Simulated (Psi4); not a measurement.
Psi4 1.11, HF/def2-tzvp, scf_type pk: Ca(Cl)(Br) ([Cl][Ca][Br]), 3 atoms. The geometry is a generated start, not checked to be a minimum at this level.

* **task**: energy
* **method**: scf
* **basis**: def2-tzvp
* **memory**: 7 GB
* **e_convergence**: 1e-08
* **d_convergence**: 1e-07
* **guess**: auto, which took SAD (default)
* **diis_max_vecs**: 10 (default)
* **scf_initial_accelerator**: adiis (default)
* **basis functions**: 121

```xyz
3

Ca     0.1022    -0.0184    -0.0084
Cl     1.5169     0.8234    -1.6924
Br    -1.6192    -0.8050     1.7008
```
Charge 0, spin multiplicity 1.

The reference run uses exact four-centre integrals (scf_type = pk). Each setting ran once; only counts and results are compared.

Measured:

```tsv
setting	energy against the reference
scf_type = cd, cholesky_tolerance = 1e-06	+0.20 meV/atom
scf_type = cd, cholesky_tolerance = 1e-05	+0.83 meV/atom
scf_type = cd, cholesky_tolerance = 0.0001 (default)	+13 meV/atom
scf_type = cd, cholesky_tolerance = 0.01	+1600 meV/atom
```

Question: Predict the row for scf_type = cd, cholesky_tolerance = 0.001.

Answer: energy against the reference: +98 meV/atom. Total energies are compared; such shifts often cancel in part in energy differences.
